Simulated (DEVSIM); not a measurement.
Device: abrupt InP p-n junction, at 300 K.

```
layer (left to right)  material  thickness (μm)  Nd (cm⁻³)  Na (cm⁻³)  τn (s)  τp (s)
---------------------  --------  --------------  ---------  ---------  ------  ------
1                           InP            6.10          -     1.1e15  7.2e-8  7.2e-8
2                           InP            3.70     1.2e14          -  7.2e-8  7.2e-8
```

Left contact: ohmic. Right contact: ohmic. Voltage is applied to the left contact. Recombination: SRH at mid-gap. Mobility is μmin + (μ − μmin)/(1 + (N/Nref)^α).

This is a model device: material constants are rounded textbook-type values typed into the input, and sizes, dopings and lifetimes were drawn at random. Values at 300 K.

```
parameter         InP
-------------  ------
gap (eV)        1.344
affinity (eV)    4.38
permittivity     12.5
Nc (cm⁻³)      5.7e17
Nv (cm⁻³)      1.1e19
μn (cm²/Vs)      5200
μp (cm²/Vs)       170
μn,min            400
μp,min             10
Nref,n           3e17
Nref,p         4.9e17
αn               0.47
αp               0.62
```

Simulated with DEVSIM: 1D drift-diffusion, Boltzmann statistics, complete ionisation; no tunnelling, impact ionisation, image-force lowering or self-heating.

Problem. Tabulate band edges, carrier densities and field at 1.0 V on the left contact.

Solution. Energies count from the Fermi level of the right contact; mesh points crowd at the junctions.

```json
[
 {"x (μm)": "0.000", "Ec (eV)": "0.106", "Ev (eV)": "-1.238", "n (cm⁻³)": "< 1e2", "p (cm⁻³)": "1.1e15", "field (V/cm)": "120"},
 {"x (μm)": "0.03019", "Ec (eV)": "0.106", "Ev (eV)": "-1.238", "n (cm⁻³)": "3.6e12", "p (cm⁻³)": "1.1e15", "field (V/cm)": "120"},
 {"x (μm)": "0.09805", "Ec (eV)": "0.107", "Ev (eV)": "-1.237", "n (cm⁻³)": "1.1e13", "p (cm⁻³)": "1.1e15", "field (V/cm)": "120"},
 {"x (μm)": "0.2397", "Ec (eV)": "0.109", "Ev (eV)": "-1.235", "n (cm⁻³)": "2.7e13", "p (cm⁻³)": "1.1e15", "field (V/cm)": "120"},
 {"x (μm)": "0.7632", "Ec (eV)": "0.115", "Ev (eV)": "-1.229", "n (cm⁻³)": "7.7e13", "p (cm⁻³)": "1.2e15", "field (V/cm)": "110"},
 {"x (μm)": "1.746", "Ec (eV)": "0.125", "Ev (eV)": "-1.219", "n (cm⁻³)": "1.5e14", "p (cm⁻³)": "1.2e15", "field (V/cm)": "99"},
 {"x (μm)": "3.713", "Ec (eV)": "0.143", "Ev (eV)": "-1.201", "n (cm⁻³)": "2.5e14", "p (cm⁻³)": "1.3e15", "field (V/cm)": "85"},
 {"x (μm)": "5.283", "Ec (eV)": "0.156", "Ev (eV)": "-1.188", "n (cm⁻³)": "3.0e14", "p (cm⁻³)": "1.4e15", "field (V/cm)": "78"},
 {"x (μm)": "5.750", "Ec (eV)": "0.159", "Ev (eV)": "-1.185", "n (cm⁻³)": "3.2e14", "p (cm⁻³)": "1.4e15", "field (V/cm)": "44"},
 {"x (μm)": "5.958", "Ec (eV)": "0.158", "Ev (eV)": "-1.185", "n (cm⁻³)": "3.5e14", "p (cm⁻³)": "1.3e15", "field (V/cm)": "-180"},
 {"x (μm)": "6.047", "Ec (eV)": "0.156", "Ev (eV)": "-1.188", "n (cm⁻³)": "4.0e14", "p (cm⁻³)": "1.1e15", "field (V/cm)": "-520"},
 {"x (μm)": "6.098", "Ec (eV)": "0.152", "Ev (eV)": "-1.192", "n (cm⁻³)": "4.7e14", "p (cm⁻³)": "9.5e14", "field (V/cm)": "-880"},
 {"x (μm)": "6.126", "Ec (eV)": "0.150", "Ev (eV)": "-1.194", "n (cm⁻³)": "5.1e14", "p (cm⁻³)": "8.7e14", "field (V/cm)": "-690"},
 {"x (μm)": "6.188", "Ec (eV)": "0.147", "Ev (eV)": "-1.197", "n (cm⁻³)": "5.9e14", "p (cm⁻³)": "7.4e14", "field (V/cm)": "-370"},
 {"x (μm)": "6.396", "Ec (eV)": "0.144", "Ev (eV)": "-1.200", "n (cm⁻³)": "6.7e14", "p (cm⁻³)": "6.0e14", "field (V/cm)": "21"},
 {"x (μm)": "6.793", "Ec (eV)": "0.147", "Ev (eV)": "-1.196", "n (cm⁻³)": "6.3e14", "p (cm⁻³)": "5.2e14", "field (V/cm)": "110"},
 {"x (μm)": "7.681", "Ec (eV)": "0.158", "Ev (eV)": "-1.185", "n (cm⁻³)": "5.0e14", "p (cm⁻³)": "3.8e14", "field (V/cm)": "140"},
 {"x (μm)": "8.800", "Ec (eV)": "0.179", "Ev (eV)": "-1.165", "n (cm⁻³)": "3.1e14", "p (cm⁻³)": "2.0e14", "field (V/cm)": "250"},
 {"x (μm)": "9.479", "Ec (eV)": "0.202", "Ev (eV)": "-1.142", "n (cm⁻³)": "1.8e14", "p (cm⁻³)": "8.5e13", "field (V/cm)": "460"},
 {"x (μm)": "9.670", "Ec (eV)": "0.212", "Ev (eV)": "-1.132", "n (cm⁻³)": "1.4e14", "p (cm⁻³)": "4.1e13", "field (V/cm)": "530"},
 {"x (μm)": "9.755", "Ec (eV)": "0.216", "Ev (eV)": "-1.128", "n (cm⁻³)": "1.3e14", "p (cm⁻³)": "1.5e13", "field (V/cm)": "550"},
 {"x (μm)": "9.800", "Ec (eV)": "0.219", "Ev (eV)": "-1.125", "n (cm⁻³)": "1.2e14", "p (cm⁻³)": "< 1e2", "field (V/cm)": "550"}
]
```
